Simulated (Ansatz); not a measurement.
A periodic model of amorphous Ti₂₀O₄₅Nb₂:

```xyz
67
Lattice="9.4931 0.0389 -0.2787 0.0389 9.5547 0.2048 -0.2787 0.2048 9.1719" Properties=species:S:1:pos:R:3 pbc="T T T"
Ti     7.3662     5.2537     2.2178
Ti     1.4896     7.1595     5.6846
Ti     3.3099     4.1076     0.1400
Ti     7.6081     1.0424     2.1073
Ti     7.6564     4.0319     8.8877
Ti     4.7859     2.9928     3.1715
Ti     3.3812     0.2636     4.9311
Ti     9.1517     2.9056     6.0872
Ti     1.5067     1.8485     3.0588
Ti     9.2822     9.5540     4.7264
Ti     6.4894     0.7166     5.5308
Ti     6.2439     4.3427     5.4485
Ti     5.2677     5.6790     7.9604
Ti     2.8017     4.3026     5.7947
Ti     6.0964     8.1429     3.2703
Ti     0.8681     7.7904     2.3318
Ti     3.4634     7.4837     1.2081
Ti     0.9517     4.8606     2.0421
Ti     3.0855     0.9319     8.1071
Ti     6.2797     8.9869     8.8713
O      9.0666     1.6201     3.2111
O      4.7037     7.2971     2.4661
O      5.9610     0.5503     7.2680
O      8.1253     4.2511     5.5176
O      4.2634     3.8871     4.8097
O      7.8147     1.6590     0.3293
O      3.4345     1.6068     3.4412
O      6.0896     2.3464     5.1818
O      1.5605     4.2907     0.4011
O      8.3480     5.6614     8.2898
O      2.1705     6.2188     2.1740
O      6.1121     1.9202     2.4553
O      3.9521     9.0581     9.1957
O      2.4489     8.7237     2.2499
O      6.5021     4.9983     0.6359
O      0.5221     7.8859     4.1627
O      4.0326     5.9338     0.0631
O      5.9984     7.3726     8.2774
O      1.3980     3.1503     6.0704
O      7.1469     6.7666     3.4112
O      2.1973     5.7175     4.8702
O      8.1856     8.9320     8.4742
O      3.6244     4.6263     7.4025
O      2.8860     8.2392     5.9537
O      6.3397     4.3457     3.4812
O      1.4374     3.6089     3.3208
O      4.0147     3.8403     1.8353
O     -0.1415     8.1770     6.4516
O      1.1635     6.2082     7.2505
O      8.9813     2.9091     7.9124
O      6.2460     4.0186     7.6092
O      6.6042     9.0145     1.6313
O      3.5900     1.2852     6.3491
O      1.2368     0.7151     7.9861
O      1.4844     0.6551     4.6148
O      8.5778     3.9185     1.5326
O      5.1991     9.1673     4.7707
O      9.2552     9.2742     1.6052
O      1.2907     7.5635     0.2560
O      1.2318     1.6573     1.2446
O      8.4418     1.1438     5.8739
O      9.1224     6.2561     1.9049
O      7.5173     9.3954     4.0661
O      3.3408     2.4695     8.8997
O      5.6270     5.9078     6.1115
Nb     0.0789     0.7852     0.0350
Nb    -0.1717     7.1962     8.1612
```

Calculation: PBE, scalar-relativistic without spin-orbit coupling (plane waves to 420 eV, PAW; Ansatz, a first-principles code).

The cell was made by melting and quenching with the CHGNet potential and then relaxed with DFT. O atoms were pushed apart under 1.9 Å during the dynamics, to hinder bonds among them. The hot cell started wider than the set density and was brought back towards it in steps. It is the lowest in DFT energy of 2 quenches. It is a model cell: composition and starting density were chosen by hand, and all elements were melted together. No dispersion term was used. Its density started from a set value of 3.72 and ended at 3.72 g/cm³. Cooling (nominally 300 K/ps over its main leg) ran many orders faster than in experiment, which tends to leave more defects and strain. A cell of this size samples the disorder only roughly. The volume was held where the preparation left it and the shape relaxed, at a PBE pressure of 4.0 GPa. Stress components on the final sampling reach 4.1 GPa.

Cut-offs for bonds: Ti-Ti 3.12 Å, Ti-O 2.58 Å, Ti-Nb 3.12 Å, O-O 1.58 Å, O-Nb 2.53 Å, Nb-Nb 3.12 Å. Two cations that share two anions don't count as bonded, nor two that share one unless they lie closer than Ti-Ti 3.04 Å, Ti-Nb 3.04 Å, Nb-Nb 3.04 Å.

**Question.** Give the coordination numbers, mean bond lengths and angles.

**Answer.** 
```json
{
  "Mean coordination of Ti by anions": "5.25 (3 with 4, 9 with 5, 8 with 6)",
  "Mean coordination of O": "2.58 (20 with 2, 24 with 3, 1 with 4)",
  "Mean coordination of Nb by anions": "5.50 (1 with 5, 1 with 6)",
  "Mean Ti-O bond": "1.940 Å (spread 0.138 Å, 105 counted)",
  "Mean O-Nb bond": "1.983 Å (spread 0.108 Å, 11 counted)",
  "Bond angle at Ti": "mean 105.2°, spread 26.9°",
  "Bond angle at O": "mean 120.2°, spread 21.1°",
  "Bond angle at Nb": "mean 104.2°, spread 26.1°"
}
```

**Question.** List the pairs of like atoms that count as bonded by the rules above.

**Answer.** There are none by these rules.
